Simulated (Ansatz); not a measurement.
**H2 on the (100) surface of germanium (2x1 monohydride; a constructed slab, bottom: dihydride, held), one in a cell of 66 Å², started at the site 'hollow H-H-H-H over Ge at depth 4.3 Å'**

Calculation: PBE with D3(BJ) dispersion (plane waves to 420 eV, PAW; Ansatz, a program for electronic structure).

Set-up: 46 atoms, 12.3 Å thick at the start with caps and adatoms under the adsorbate (thin: gaps and levels are the slab's own); mesh 3x3x1; 0.01 eV smearing; dipole correction on; 24 atoms held, the rest relaxed; symmetry of the start imposed; no spin, no spin-orbit, no U. At the end no host atom lies within bonding distance. In D3-corrected PBE it is, or lies within 0.03 eV of, the lowest of the starts that converged.

* **adsorption energy against H2(g)**: -0.064 eV
* **change of the step from the bottom to the top vacuum level, against the clean slab**: -0.020 eV
* **energy released by relaxation**: 0.80 eV
* **height of the binding atom over the mean of the host atoms within 0.3 Å of the top one**: 2.595 bohr
* **nearest host atoms of the binding atom**: H at 2.84 Å, H at 2.84 Å, H at 3.28 Å
* **largest move of a host atom**: 0.08 Å
* **cost**: very roughly 28 core-minutes

A negative adsorption energy means that the adsorbate is more stable on the surface than in its reference.
